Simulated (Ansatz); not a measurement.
Density of states of Li₂S (Fm-3m) below the valence band maximum, PBEsol, rigid bands (Ansatz, a first-principles code); cell volume 45.2 Å³.

(energy from edge (eV), 10⁻³ states/eV/cell): (0.006, 170); (0.031, 379); (0.056, 506); (0.081, 603); (0.106, 694); (0.131, 775); (0.156, 852); (0.181, 930); (0.206, 1000); (0.231, 1080); (0.256, 1160); (0.281, 1240); (0.319, 1360); (0.344, 1440); (0.369, 1540); (0.394, 1640); (0.419, 1750); (0.444, 1870); (0.469, 2000); (0.494, 2180); (0.519, 2430); (0.544, 2770); (0.569, 2770); (0.594, 2760)

Problem. What effective density of states at 300 K does this give (∫ g(E) exp(−E/k_BT) dE, both spins, divided by the cell's size)?

Solution. 1.8e20 cm⁻³, a density-of-states mass of 3.7 mₑ, valleys and band degeneracy included.

Spin-orbit coupling is left out; where it splits the top of the valence band, N_v and the p-type Seebeck coefficient come out somewhat high without it. Geometry: cell and atoms relaxed with PBEsol.

Formula and space group known from diffraction (Crystallography Open Database), not checked to be the room-temperature form: Li2S (Fm-3m).
